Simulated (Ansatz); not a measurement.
Base system: a 9-atom supercell of SiO2 (space group P3_121, No. 152; a = 4.9213 Å, c = 5.4171 Å) at its relaxed geometry.

Computed with Kohn–Sham DFT with the r2SCAN functional, run in Ansatz (an electronic-structure program) with PAW and 500 eV plane waves, scalar-relativistic without spin-orbit coupling.

One neutral defect a cell, atoms relaxed at fixed cell.

One change was made to it. Results:

| quantity | base | after |
|---|---|---|
| largest displacement of a host atom from its site in the perfect cell | – | 0.73 Å |
| pressure | 0.0 GPa | 8.6 GPa |

Q: What was done to the base?
(A) H interstitial (started 2.10 Å from the nearest host atom)
(B) Si interstitial (started 2.10 Å from the nearest host atom)
(C) P on a Si site, symmetric start
(D) H on a Si site, symmetric start
(E) Si on a O site (antisite), symmetric start

A: B, Si interstitial (started 2.10 Å from the nearest host atom). For comparison, the pressure in the other runs: H on a Si site, symmetric start gives -1.3 GPa; H interstitial (started 2.10 Å from the nearest host atom) gives 2.9 GPa; P on a Si site, symmetric start gives -2.9 GPa; Si on a O site (antisite), symmetric start gives 11.3 GPa.

The magnetic state is the one reached from the starting moments; the real material's order can differ, and small cells can't hold many antiferromagnetic ones. In so small a cell the defect repeats every few ångströms: this is an ordered compound, not a dilute defect. Defects with a symmetric start kept the site's symmetry and may sit on a saddle; the others started slightly shaken. Starting moments died away, wholly or in part, for Si interstitial (started 2.10 Å from the nearest host atom); another magnetic solution may exist.
